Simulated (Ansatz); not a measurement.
Consider the following.

```
HfO2
1.0
    0.00000     2.50052     2.53803
    2.50052     0.00000     2.53803
    2.50052     2.50052     0.00000
Hf O
1 2
Direct
  0.00000   0.00000   0.00000
  0.25000   0.25000   0.25000
  0.75000   0.75000   0.75000
```

No spin polarisation.

Calculations: LDA (Ansatz, a program for electronic structure), no spin-orbit coupling. Settings: 11×11×11 k-points, 0.05 eV Fermi–Dirac smearing.

Question: What is the computed stress (xx, yy, zz, yz, xz, xy; compression positive)?

Answer: (-1.70, -1.70, -8.81, 0.00, 0.00, 0.00) GPa.

Question: What is the computed band gap?

Answer: 3.56 eV.

Spin-orbit coupling, missing from the scalar runs, can matter with Hf. The cells carry an imposed strain or load. Stability against distortions was not tested. The cell was made from HfO2 in the fluorite structure (space group Fm-3m, No. 225) by this change: uniaxial strain ε_zz = +1.50 %. This is not the structure that HfO2 has at room temperature and ambient pressure.
